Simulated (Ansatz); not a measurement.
System: interstitial Li in bixbyite In2O3 with all lengths changed by -1 % (charge state +1). The step: one Li atom jumps by itself; the atom moves 2.06 Å along (0.13, -0.12, 0.10) of the unit cell; the moving atom starts with neighbours 2 O at 1.82, 2 O at 2.08 Å and ends with In at 2.46, 3 In at 2.58; 3 O at 2.11, 2 O at 2.36, O at 2.37 Å. DFT values are from Ansatz (plane-wave PAW, 420 eV unless said) in a cell of 80 host sites, spin-restricted, static, with no finite-size correction. The charge state is imposed; whether it is stable for some Fermi level was not computed. Sites that were not tried may lie lower. For the PBE band: the saddle point's order was not checked.

| Level | Forward barrier (eV) | Cost of the band or of the saddle's single point |
|---|---|---|
| CHGNet universal potential (has no charge state), its own band | 0.26 | - |
| PBE, one k-point at (0.250, 0.250, 0.250), band relaxed | 0.42 | roughly 20 core-minutes |
| PBE, a 2×2×2 k-point mesh shifted by half a step, same geometries | 0.42 | around 6 core-minutes (rough) |

Ansatz is a first-principles code.
